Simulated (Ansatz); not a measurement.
**What O → S does to BaTiO3**

Consider BaTiO$_{3}$ in the cubic perovskite structure (space group Pm-3m, No. 221; a = 3.994 Å).

It is then changed as follows: every O is replaced by S, then cell and atoms are relaxed.

All numbers come from r2SCAN (Ansatz, a program for electronic structure), no spin-orbit coupling. Settings: 10×10×10 k-points, 0.05 eV Fermi–Dirac smearing, for the changed cell.

```json
{
 "density": "4.17 g/cm³ (base 6.08 g/cm³)",
 "space_group": "Pm-3m (No. 221) (base Pm-3m (No. 221))",
 "shortest_interatomic_distance": "2.410 Å (base 1.997 Å)",
 "band_gap": "zero (base 2.17 eV)"
}
```

No phonon test of stability was made. As relaxed here, BaTiS3 is a hypothetical phase, not in the database extracts checked. The final runs are not spin-polarised. Many cubic perovskites are stable only at high temperature; tilts and polar distortions were not tested. This is not the structure that BaTiO3 has at room temperature and ambient pressure. The zero or small gap of BaTiS3 can change with the level of theory.
